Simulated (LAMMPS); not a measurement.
MD of Ag (fcc) at zero pressure, 4000 atoms, as a liquid; each row is its own run.

Level of theory: classical MD, pair style eam, the elements' _u3.eam files (universal-3 set of Foiles, Baskes and Daw); code LAMMPS.

```
T (K)  volume (Å³/atom)
-----  ----------------
860              19.130
990              19.506
1110             19.886
1360             20.733
1540             21.405
1610             21.685
1730             22.173
1980             23.335
```

Task: Fit a straight line, y = a + b x, to these rows (x is the first column, y the second) and predict the run at x = 1240.

Result: Least squares gives a = 15.815 and b = 0.003697. At x = 1240 the fit predicts 20.399 Å³/atom. The run itself gave 20.298 ± 0.003 Å³/atom, so the fit is 0.5 % high.

Caution (rows 860; 990; 1110): this liquid lies under the melting point of about 1150 K that EAM-type universal-3 set of Foiles, Baskes and Daw gives, so it is undercooled.

Caution (row 1980): enthalpy drifts during the constant-pressure average: a transition or slow ageing; fluctuation values are void.
